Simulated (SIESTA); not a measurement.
Input and output of a self-consistent single point for V₃Pt (Pm-3m, 4 atoms in the cell) (SIESTA).

Method: LDA PW92, numerical atomic orbitals DZP, PseudoDojo LDA standard norm-conserving potentials (rewritten from UPF to PSML) in SIESTA.

```
V3Pt
1.0
    3.81067     0.00000     0.00000
    0.00000     3.81067     0.00000
    0.00000     0.00000     3.81067
V Pt
3 1
Cartesian
  1.90534   1.90534   0.00000
  0.00000   1.90534   1.90534
  1.90534   0.00000   1.90534
  0.00000   0.00000   0.00000
```
Moments meant for the start (each program seeds them in its own way; μB, in the order of the atoms V V V Pt): 2.0 2.0 2.0 0.0.

Reference input (self-consistent single point, DFT, GGA PBEsol, numerical atomic orbitals DZP, PseudoDojo PBEsol standard norm-conserving potentials (rewritten from UPF to PSML)): XC.functional = GGA; XC.authors = PBEsol; potentials = PseudoDojo PBEsol standard; PAO.BasisSize = DZP; PAO.EnergyShift = 0.01 Ry; MeshCutoff = 350 Ry; kgrid.MonkhorstPack = 7 7 7; OccupationFunction = MP; OccupationMPOrder = 0; ElectronicTemperature = 136 meV; Spin = polarized; DM.InitSpin = [1 +2.00, 2 +2.00, 3 +2.00, 4 +0.00]. This run's input differs from it in these lines:

```diff
@@ -1,2 +1,2 @@
-# files in the folder: V.psml Pt.psml (PseudoDojo PBEsol standard)
+# files in the folder: V.psml Pt.psml (PseudoDojo LDA standard)
 SystemName  V3Pt
@@ -24,4 +24,4 @@
 
-XC.functional                GGA
-XC.authors                   PBEsol
+XC.functional                LDA
+XC.authors                   PW92
 PAO.BasisSize                DZP
```

The program printed (abridged):

```
        iscf     Eharris(eV)        E_KS(eV)     FreeEng(eV)     dDmax    Ef(eV) dHmax(eV)
   scf:    1    -9409.423863    -9531.377845    -9531.427246  0.693043 -3.742970 38.145189
     spin moment: {S} , |S| = {        0.0        0.0    2.75762 }     2.75762
   scf:    2    -9583.280148    -9569.884791    -9569.926678  0.251989 -3.872095 10.218289
     spin moment: {S} , |S| = {        0.0        0.0    2.71179 }     2.71179
   scf:    3    -9574.496646    -9572.398244    -9572.444560  0.045509 -4.161145  5.793535
     spin moment: {S} , |S| = {        0.0        0.0    2.74646 }     2.74646
   [... lines left out ...]
     spin moment: {S} , |S| = {        0.0        0.0   -0.00423 }    -0.00423
   scf:   22    -9575.259016    -9575.259010    -9575.326393  0.000319 -5.234014  0.000523
     spin moment: {S} , |S| = {        0.0        0.0    0.00167 }     0.00167
   scf:   23    -9575.259003    -9575.259006    -9575.326393  0.000111 -5.233980  0.000251
     spin moment: {S} , |S| = {        0.0        0.0    0.00119 }     0.00119
   scf:   24    -9575.259006    -9575.259006    -9575.326393  0.000015 -5.233977  0.000159
     spin moment: {S} , |S| = {        0.0        0.0    0.00108 }     0.00108
SCF Convergence by DM+H criterion
max |DM_out - DM_in|         :     0.0000147373
max |H_out - H_in|      (eV) :     0.0001591688
SCF cycle converged after 24 iterations

Using DM_out to compute the final energy and forces

siesta: E_KS(eV) =            -9575.2590

siesta: E_KS - E_eggbox =     -9575.2590

siesta: Atomic forces (eV/Ang):
     1    0.000000    0.000000    0.000000
     2    0.000000    0.000000    0.000000
     3    0.000000    0.000000    0.000000
     4   -0.000000   -0.000000   -0.000000
   Tot    0.000000    0.000000    0.000000
   Max    0.000000
   Res    0.000000    sqrt( Sum f_i^2 / 3N )
   Max    0.000000    constrained

Stress tensor Voigt[x,y,z,yz,xz,xy] (kbar):      140.70      140.70      140.70       -0.00       -0.00       -0.00
(Free)E + p*V (eV/cell)    -9580.1858
   [... lines left out ...]
siesta: FreeEng =     -9575.326393
siesta: Cell volume =         55.335567 Ang**3
siesta:        -140.69778348       -140.69778318  kBar
   [... lines left out ...]

              0.011   0.008   0.011

mulliken: Qtot =       28.499

Mulliken Atomic Populations:
Atom #   charge [q] valence [e]      Sz [e]  Species
     1     0.138488   12.861512    0.000345  V
     2     0.138490   12.861510    0.000345  V
     3     0.138491   12.861509    0.000345  V
     4    -0.415469   18.415469    0.000045  Pt
 Total     0.000000                0.001079
```

The run converged in 24 iterations. Against the reference run the pressure goes from -8.23 to -14.07 GPa and the size of the net moment goes from 0.10 to 0.00 μB/atom.

The starting cell comes from a database of computed structures (which also holds hypothetical and non-ambient phases and stackings), without a prior relaxation at this level. Its lattice was rescaled by a random factor within 2.5 % of one. The starting moments vanished: the run ended non-magnetic, which need not be the lowest state. Values carry the incompleteness of an atom-centred basis. With a pressure of about -14 GPa the cell is away from its equilibrium volume at this level.

Cost on one core of a shared machine: roughly 2 min.
